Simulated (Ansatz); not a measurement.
**Response to strain in MgTe**

Base system: MgTe in the wurtzite structure (space group P6_3mc, No. 186).

```cif
data_Mg2Te2
_chemical_formula_sum 'Mg2 Te2'
_space_group_name_H-M_alt 'P 1'
_space_group_IT_number 1
_cell_length_a 4.56143
_cell_length_b 4.56143
_cell_length_c 7.41192
_cell_angle_alpha 90.000
_cell_angle_beta 90.000
_cell_angle_gamma 120.000
loop_
_space_group_symop_operation_xyz
  'x, y, z'
loop_
_atom_site_label
_atom_site_type_symbol
_atom_site_fract_x
_atom_site_fract_y
_atom_site_fract_z
_atom_site_occupancy
Mg1 Mg 0.33333 0.66667 0.99959 1
Mg2 Mg 0.66667 0.33333 0.49959 1
Te1 Te 0.33333 0.66667 0.37641 1
Te2 Te 0.66667 0.33333 0.87641 1
```

Strains are applied to the cell and any free atomic positions relax.

The values are results of Ansatz (an electronic-structure program) PBEsol, spin-orbit coupling left out, not measurements.

Candidates:
(a) isotropic strain −1.80 %
(b) isotropic strain −2.40 %
(c) isotropic strain −0.60 %
(d) isotropic strain −1.20 %

Before the change:

| Quantity | Result |
|---|---|
| Band gap | 2.39 eV |

Task: Order them by band gap, lowest first.

Result: (c) isotropic strain −0.60 % (2.47 eV), (d) isotropic strain −1.20 % (2.55 eV), (a) isotropic strain −1.80 % (2.63 eV), (b) isotropic strain −2.40 % (2.72 eV)

Spin-orbit coupling, missing from the scalar runs, can matter with Te. Stability against distortions was not tested.
